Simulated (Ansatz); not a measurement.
The parent structure is MoS$_{2}$ in the 3R-MoS2 type structure (space group R3m, No. 160; a = 3.1532 Å, c = 17.9937 Å (hexagonal axes); layered, stacked along the Cartesian z axis).

Computed with plane-wave PAW DFT at the PBE-D3(BJ) level (Ansatz, a program for electronic structure, 420 eV), without spin-orbit coupling, earlier PAW set.

For the base:

The gap character is indirect, T → Γ–S₀ (56 % along) and the smallest direct gap is 1.77 eV.

One thing is altered: an isotropic linear strain of +1.96 %; the atoms relax in the strained cell.

What happens to the gap character and smallest direct gap?

The gap character becomes indirect, T → k = (0.167, -1/2, -0.167) in the run's primitive reciprocal basis (base: indirect, T → Γ–S₀ (56 % along)); the smallest direct gap decreases by 0.21 eV to 1.56 eV.

Whether these cells are dynamically stable was not tested.
